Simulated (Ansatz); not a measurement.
The parent structure is C in the diamond structure (space group Fd-3m, No. 227).

```yaml
crystal:
  lattice:
    - [0.00000, 1.78579, 1.78579]
    - [1.78579, 0.00000, 1.78579]
    - [1.78579, 1.78579, 0.00000]
  atoms:
    - { symbol: C, position: [0.00000, 0.00000, 0.00000] }
    - { symbol: C, position: [0.25000, 0.25000, 0.25000] }
```

Method: PBE (Ansatz, a quantum-chemistry and plane-wave program, PAW, no spin-orbit coupling).

One change was made to it. Results:

The hole mass (degenerate bands, along [100]) changes from 0.30, 0.30, 0.51 mₑ (at Γ) to 0.29, 0.29, 0.52 mₑ (at Γ); the smallest direct gap goes up by 0.06 eV (5.58 eV → 5.64 eV); the band gap goes up by 0.046 eV to 4.17 eV.

Problem. Which change produced these results?
A. pressure 0.9 GPa
B. pressure 9 GPa
C. pressure 2.1 GPa
D. pressure −1 GPa

Solution. B, pressure 9 GPa. For comparison, the hole mass in the other runs: pressure 0.9 GPa gives 0.30, 0.30, 0.51 mₑ (at Γ); pressure 2.1 GPa gives 0.29, 0.29, 0.51 mₑ (at Γ); pressure −1 GPa gives 0.30, 0.30, 0.51 mₑ (at Γ).

Load acts through the strain it causes; cell and atoms are relaxed under it. Masses are band curvatures over ±0.01 Å⁻¹ around the edge. No phonon test of stability was made. No other phases were tried under pressure.
